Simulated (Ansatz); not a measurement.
We consider CsCl-type TbRh, described by r²SCAN+rVV10 (Ansatz, a quantum-chemistry and plane-wave program, PAW).

Numerical settings: plane-wave cutoff 560 eV, 16×16×16 k mesh, Fermi–Dirac smearing 0.05 eV, spin-polarised with parallel moments, scalar-relativistic PAW data made under PBE.

Computed at the level's own relaxed cell.

Task: Estimate the lattice constant a that the calculation returns.

Result: 
lattice constant a: 3.404 Å

Note: the magnetic order was assumed, not searched for or taken from measurement; the 4f shell is treated without U or exact exchange, so its levels and filling can be wrong.

Spin–orbit coupling is not included.

Computed values are for the static lattice.
